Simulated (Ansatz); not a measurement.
Start from TiAl (space group P4/mmm, No. 123; a = 2.824 Å, c = 4.075 Å; relaxed with 0.1 eV smearing). Axes: x, y, z lie along a, b, c of the conventional cell.

Calculations: Ansatz (a quantum-chemistry and plane-wave program), PBE, PAW, cutoff 420 eV, scalar-relativistic without spin-orbit coupling.

For the base:

The shortest interatomic distance is 2.824 Å and the pressure is 0.0 GPa.

It is then changed as follows: compressive biaxial strain of 2.00 % in the plane normal to [001], as in epitaxy on a mismatched substrate; the out-of-plane cell vector and the atoms relax.

Question: What happens to the shortest interatomic distance, pressure and out-of-plane strain?

Answer: The shortest interatomic distance decreases by 0.056 Å, from 2.824 Å to 2.768 Å; the pressure (mean of the normal stresses, compression positive) goes from zero to 2.5 GPa; the out-of-plane strain comes out as +1.96 %.

Whether these cells are dynamically stable was not tested. The final runs are not spin-polarised.
